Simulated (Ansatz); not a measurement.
**How the smallest direct gap on the k points sampled of La2S3 (Pnma, No. 62) moves with the method**

No measured value is used here.

```json
[
 {"level (code)": "LDA (Ansatz)", "value (eV)": "0.92"},
 {"level (code)": "PBEsol (Ansatz)", "value (eV)": "0.96"},
 {"level (code)": "r²SCAN (Ansatz)", "value (eV)": "?"}
]
```

Question: Complete the blanks.

Answer: 
- r²SCAN (Ansatz, a quantum-chemistry and plane-wave program), value (eV): 1.36

Computed values are for a static lattice. Spin–orbit coupling is included only where a level's name says +SOC; with heavier elements it mostly lowers gaps and can invert bands.  Values are at a fixed cell, not relaxed at this level and not confirmed as the measured one. Cutoffs differ between the levels. Ansatz's density-functional and Hartree–Fock values are scalar-relativistic unless marked +SOC, with PAW data made under PBE.
